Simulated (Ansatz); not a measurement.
Base system: MgTe in the wurtzite structure (space group P6_3mc, No. 186; a = 4.561 Å, c = 7.412 Å).

The values are results of PBEsol (Ansatz, a first-principles code), no SOC, not measurements.

Before the change:

- Pressure: -0.01 GPa
- Valence-band top at Γ: 0.00, -0.02, -0.02 eV

It is then changed as follows: every lattice vector is stretched by 1.80 %, atoms relaxed at fixed cell.

What does the calculation give for the pressure after the change?

The pressure (mean of the normal stresses, compression positive) falls by 1.73 GPa, from -0.01 GPa to -1.74 GPa.

What happens to the valence-band top at Γ?

The valence-band top at Γ (three highest levels, from the VBM) stays 0.00, -0.02, -0.02 eV.

Estimate the effect on the energy relative to the base.

The energy goes up by 10 meV/atom.

How does this affect the mean gap deformation potential ΔEg/Δln V?

The mean gap deformation potential ΔEg/Δln V comes out as -4.3 eV.

Spin-orbit coupling, missing from the scalar runs, can matter with Te. The cells carry an imposed strain or load. Whether these cells are dynamically stable was not tested.
